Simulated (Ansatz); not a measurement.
**PBE against r2SCAN: LiNbO3, pressure 2.1 GPa**

Start from LiNbO₃ (space group R3c, No. 161; a = 5.190 Å, c = 14.016 Å (hexagonal axes)).

(Cell as relaxed with PBE.)

Levels (all Ansatz, a quantum-chemistry and plane-wave program, PAW, earlier PAW set): PBE (420 eV, without spin-orbit coupling); r2SCAN (500 eV, scalar-relativistic without spin-orbit coupling).

Each level relaxes its own structure.

```
base                        PBE      r2SCAN
-------------------  ----------  ----------
volume per atom        10.90 Å³    10.58 Å³
lattice parameter a  9.807 bohr  9.707 bohr
```

It is then changed as follows: a hydrostatic pressure of 2.1 GPa.

```csv
quantity,PBE,r2SCAN
lattice parameter a,9.740 bohr,…
c/a ratio,2.704,…
```

### Question
What does r2SCAN give?

### Answer

- lattice parameter a, r2SCAN: 9.646 bohr
- c/a ratio, r2SCAN: 2.708

PBE's lattice parameter a lies 0.094 bohr above r2SCAN's (1.0 %); PBE's c/a ratio lies 0.004 below r2SCAN's. Neither level is exact; r2SCAN is the comparison here, not a measurement.

Load acts through the strain it causes; cell and atoms are relaxed under it. Whether these cells are dynamically stable was not tested.
